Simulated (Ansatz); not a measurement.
As2O3 (Fd-3m, No. 227), treated with PBEsol in Ansatz (plane waves, PAW).

Run with plane-wave cutoff 520 eV, 6×6×6 k mesh, scalar-relativistic PAW data made under PBE.

Cell (relaxed at this level):

Space group Fd-3m, origin choice 1 (No. 227); a = 11.061 Å, b = 11.061 Å, c = 11.061 Å, α = 90.00°, β = 90.00°, γ = 90.00°

```json
[
 {"atom": "As", "site": "32e", "symmetry": ".3m", "x": "0.3538", "y": "0.3538", "z": "0.3538"},
 {"atom": "O", "site": "48f", "symmetry": "2.mm", "x": "0.0000", "y": "0.0000", "z": "0.1767"}
]
```
(The calculation used a cell of 20 atoms; values per cell refer to that cell.)

What does this level give for the Voigt–Reuss–Hill bulk modulus, Voigt–Reuss–Hill shear modulus (Hill average), Young modulus and Poisson ratio?


- Voigt–Reuss–Hill bulk modulus: 8.30 GPa
- Voigt–Reuss–Hill shear modulus (Hill average): 8.12 GPa
- Young modulus: 18.4 GPa
- Poisson ratio: 0.131

Note: the relaxation could not lower the start's symmetry, so the cell can be a saddle point above a distorted one.

Elastic constants are with the ions relaxed.

It cost around 90 core-minutes (rough) of CPU time.

Ansatz is a program for electronic structure.
